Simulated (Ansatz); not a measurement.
In2TeO2 (model structure, started from the La2SO2 type, P-3m1, No. 164, 5 atoms in the cell), treated with LDA (PAW; Ansatz, a first-principles code).

Numerical settings: plane-wave cutoff 520 eV, 18×18×10 k mesh (along the axes of the cell as run), Fermi–Dirac smearing 0.05 eV, scalar-relativistic PAW data made under PBE.

Cell (relaxed at this level):

Space group P-3m1 (No. 164); a = b = 3.713 Å, c = 7.087 Å, α = β = 90.00°, γ = 120.00°

```tsv
atom	site	symmetry	x	y	z
In	2d	3m.	0.3333	0.6667	0.1923
Te	1b	-3m.	0.0000	0.0000	0.5000
O	2d	3m.	0.6667	0.3333	0.1192
```

Task: Give the computed bulk modulus B0.

Result: 
* **bulk modulus B0**: 105 GPa

The run finds no gap.

Note: the bulk modulus is −V dP/dV from two relaxed cells at ±2 % in volume; the relaxation could raise the start's symmetry but not lower it, so the cell can be a saddle point.

Spin–orbit coupling is not included; it can open a gap where bands touch, and shift volumes and moduli.

Computed values are for the static lattice.

Cost on a shared machine: very roughly 6 core-minutes.

A model structure was made by putting elements into a prototype or built by hand; it is no filed structure, need not be a known phase, and can be a saddle point held by its symmetry.
